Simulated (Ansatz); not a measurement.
We look at the energy of the reaction as written. Reaction: 1/2 cell B + 1/2 C (graphite) → cell A. Negative: the products are lower in energy.

Cell A: a slab of TiAl (P4/mmm) cut along (101), 9 atoms, rectangular cell of 2.78 × 4.89 Å (13.6 Å²), symmetry Pm within 0.02 Å, 8.1 Å thick under 16 Å of vacuum, in-plane vectors held at the crystal's; planes from bottom to top: TiAl × 4 | C, its two faces unlike (dipole correction applied); added, foreign or displaced atoms, above the top plane: C bound to 2 Ti at 1.89 Å and 1 Al at 1.94 Å; spin state with PBE: run without spin, k-point mesh 16×9×1.
```xyz
9
Lattice="2.7830 0.0000 0.0000 0.0000 4.8852 0.0000 0.0000 0.0000 24.0515" Properties=species:S:1:pos:R:3 pbc="T T T"
Ti     1.3915     1.1147     8.0264
Al     0.0000     3.5418     7.8687
Ti     1.3915     4.4132    10.2510
Al     0.0000     1.9699    10.2622
Ti     1.3915     2.8248    12.5521
Al     0.0000     0.3623    12.5179
Ti     1.3915     0.8893    14.9173
Al     0.0000     3.3874    15.1385
C      0.0000     1.6278    15.9640
```

Cell B: a slab of TiAl (P4/mmm) cut along (101), 17 atoms, rectangular cell of 2.78 × 9.77 Å (27.2 Å²), symmetry Pm within 0.02 Å, 8.2 Å thick under 16 Å of vacuum, in-plane vectors held at the crystal's; planes from bottom to top: Ti2Al2 × 4 | C, its two faces unlike (dipole correction applied); added, foreign or displaced atoms, above the top plane: C bound to 2 Ti at 1.90 Å and 1 Al at 1.95 Å; spin state with PBE: run without spin, k-point mesh 16×5×1.
```yaml
crystal:
  lattice:
    - [2.78295, 0.00000, 0.00000]
    - [0.00000, 9.77030, 0.00000]
    - [0.00000, 0.00000, 24.05149]
  atoms:
    - { symbol: Ti, position: [0.50000, 0.60214, 0.33202] }
    - { symbol: Al, position: [0.00000, 0.35063, 0.32684] }
    - { symbol: Ti, position: [0.50000, 0.44127, 0.42509] }
    - { symbol: Al, position: [0.00000, 0.19264, 0.42827] }
    - { symbol: Ti, position: [0.50000, 0.28087, 0.52279] }
    - { symbol: Al, position: [0.00000, 0.02827, 0.52566] }
    - { symbol: Ti, position: [0.50000, 0.10905, 0.62640] }
    - { symbol: Al, position: [0.00000, 0.85284, 0.62000] }
    - { symbol: Ti, position: [0.50000, 0.10372, 0.33568] }
    - { symbol: Al, position: [0.00000, 0.85282, 0.32819] }
    - { symbol: Ti, position: [0.50000, 0.94427, 0.42891] }
    - { symbol: Al, position: [0.00000, 0.69246, 0.42474] }
    - { symbol: Ti, position: [0.50000, 0.77719, 0.52004] }
    - { symbol: Al, position: [0.00000, 0.52761, 0.51866] }
    - { symbol: Ti, position: [0.50000, 0.60535, 0.61100] }
    - { symbol: Al, position: [0.00000, 0.36930, 0.62948] }
    - { symbol: C, position: [0.00000, 0.19301, 0.66786] }
```

Reference: C (graphite, P6₃/mmc), 4 atoms in the cell, k-point mesh 18×18×6 on the run's own vectors. Conventional cell: a = b = 2.465 Å, c = 6.741 Å, α = β = 90.00°, γ = 120.00°.

Plane-wave PAW calculations with Ansatz (an electronic-structure program), its PAW set soft_1, cutoff 420 eV, 500 eV for r2SCAN. The structures are at rest with PBE+D3(BJ), within the held lattices; other levels are single points on them. Neutral cells; Fermi-Dirac smearing of at most 0.10 eV in the solids, energies taken to zero width. The lattices are those relaxed with PBE+D3(BJ), so at other levels the solids can be strained, which adds to the spread. A dispersion term (D3(BJ), or D4 for r2SCAN) was computed beside these levels and is taken off wherever the name lacks it. No zero-point or thermal terms. Cells are local rest points, mostly with their start's symmetry. No correction for cell size. The cells' k-point meshes differ in density, so the last digit is unsettled. Cell A has symmetry Pm within 0.02 Å and got no random move, so less symmetric positions, which may lie lower, weren't tried. Cell B has symmetry Pm within 0.02 Å and got no random move, so less symmetric positions, which may lie lower, weren't tried.

Give the value at the level r2SCAN+D4.

0.80 eV, for 1/2 cell B + 1/2 C (graphite) → cell A.

What do the other levels give, and how wide is the spread?


```json
[
 {"Method": "PBE", "value (eV)": "0.82", "less r2SCAN+D4": "0.02"},
 {"Method": "PBE+D3(BJ)", "value (eV)": "0.79", "less r2SCAN+D4": "-0.01"},
 {"Method": "r2SCAN", "value (eV)": "0.80", "less r2SCAN+D4": "0.00"}
]
```

The levels shown span only 0.03 eV, too little to tell them apart.
